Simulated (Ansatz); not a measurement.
The reference is Ca(OH)2 (space group P-3m1, No. 164; a = 3.561 Å, c = 4.768 Å; layered). Axes: x lies along a and z along c of the hexagonal cell.

The values are results of PBEsol in Ansatz (plane waves to 420 eV, PAW, scalar-relativistic without spin-orbit coupling), not measurements.

Base values:

The width of the top valence band comes out as 0.94 eV and the band gap is 4.19 eV.

It is then changed as follows: biaxial strain +2.14 %, plane normal [001], relaxed out of plane (Cartesian); in-plane vectors clamped, the third vector and the atoms free.

What does the calculation give for the out-of-plane strain after the change?

The out-of-plane strain is -1.08 %.

What does the calculation give for the in-plane stress after the change?

The mean in-plane stress (compression positive) is -2.7 GPa.

What does the calculation give for the width of the top valence band after the change?

The width of the top valence band shrinks by 0.05 eV, from 0.94 eV to 0.89 eV.

Predict the new band gap.

The band gap shrinks by 0.17 eV, from 4.19 eV to 4.02 eV.

Whether these cells are dynamically stable was not tested. No dispersion term is included in the PBEsol runs.

Ansatz is a program for electronic structure.
